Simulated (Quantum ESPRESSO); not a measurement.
Worked example: self-consistent single point of SbAs (P1, 2 atoms in the cell) in Quantum ESPRESSO.

Computed with PBEsol, PSlibrary PAW (PBE) pseudopotentials (plane waves; Quantum ESPRESSO).

The change in words: atoms moved at random. Reference geometry:
```yaml
crystal:
  lattice:
    - [2.03272, 1.17359, 3.71659]
    - [-2.03272, 1.17359, 3.71659]
    - [0.00000, -2.34718, 3.71659]
  atoms:
    - { symbol: Sb, position: [0.22910, 0.22910, 0.22910] }
    - { symbol: As, position: [0.77090, 0.77090, 0.77090] }
```

Reference input (self-consistent single point, DFT, PBEsol, plane waves, PSlibrary PAW (PBE) pseudopotentials): ecutwfc = 30 Ry; ecutrho = 180 Ry; occupations = smearing; smearing = fd; degauss = 0.0073499 Ry; input_dft = pbesol; potentials = {Sb: Sb.pbe-n-kjpaw_psl.1.0.0.UPF, As: As.pbe-n-kjpaw_psl.1.0.0.UPF}; K_POINTS = automatic 7 7 7 0 0 0; conv_thr = 1e-10 Ry; mixing_beta = 0.3. This run's input differs from it in these lines:

```diff
@@ -26,8 +26,8 @@
 CELL_PARAMETERS bohr
-   3.8412748264     2.2177610550     7.0233428867
-  -3.8412748264     2.2177610550     7.0233428867
-   0.0000000000    -4.4355221101     7.0233428867
+   3.8412746394     2.2177617929     7.0233428867
+  -3.8412746394     2.2177617929     7.0233428867
+   0.0000000000    -4.4355216960     7.0233428867
 ATOMIC_POSITIONS crystal
-Sb    0.2291000000    0.2291000000    0.2291000000
-As    0.7708970000    0.7708970000    0.7708970000
+Sb    0.2226360000    0.2253270000    0.2406900000
+As    0.7773610000    0.7746700000    0.7593070000
 K_POINTS automatic
```

Output (repeated stretches shortened):

```
     Self-consistent Calculation

     iteration #  1     ecut=    30.00 Ry     beta= 0.30

     Threshold (ethr) on eigenvalues was too large:
     Diagonalizing with lowered threshold

     total energy              =    -514.89388568 Ry
     estimated scf accuracy    <       0.02154883 Ry

     iteration #  2     ecut=    30.00 Ry     beta= 0.30

     total energy              =    -514.89508307 Ry
     estimated scf accuracy    <       0.00438561 Ry

     iteration #  3     ecut=    30.00 Ry     beta= 0.30

     total energy              =    -514.89498485 Ry
     estimated scf accuracy    <       0.00132357 Ry

   [... 6 blocks of this kind left out ...]

     iteration # 10     ecut=    30.00 Ry     beta= 0.30

     total energy              =    -514.89504485 Ry
     estimated scf accuracy    <          1.3E-10 Ry

     iteration # 11     ecut=    30.00 Ry     beta= 0.30
     End of self-consistent calculation

     Number of k-points >= 100: set verbosity='high' to print the bands.

     the Fermi energy is     6.6285 ev

!    total energy              =    -514.89504485 Ry
     estimated scf accuracy    <          4.4E-12 Ry
     smearing contrib. (-TS)   =      -0.00062584 Ry
     internal energy E=F+TS    =    -514.89441901 Ry

     convergence has been achieved in  11 iterations

     Forces acting on atoms (cartesian axes, Ry/au):

     atom    1 type  1   force =     0.00123181    0.01167771    0.00450170
     atom    2 type  2   force =    -0.00123181   -0.01167771   -0.00450170

     Total force =     0.017785     Total SCF correction =     0.000001

          total   stress  (Ry/bohr**3)                   (kbar)     P=      -18.94
  -0.00014994  -0.00000360   0.00001161          -22.06       -0.53        1.71
  -0.00000360  -0.00005712   0.00009858           -0.53       -8.40       14.50
   0.00001161   0.00009858  -0.00017913            1.71       14.50      -26.35

   JOB DONE.
```

The run converged in 11 iterations. Against the reference run the free energy goes up by 5.3 meV/atom, the pressure stays near -1.89 GPa while the yy stress (positive for compression) goes from -1.54 to -0.84 GPa and the largest force goes from 0.129 to 0.323 eV/Å.

The starting cell comes from a database of computed structures (which also holds hypothetical and non-ambient phases and stackings), without a prior relaxation at this level. For this run, on top of that: atoms moved at random. The run gives no clean gap (levels at the Fermi energy touch, overlap or are partly filled at this smearing), which alone does not show that the compound is a metal.

Cost on one core of a shared machine: roughly 40 s.
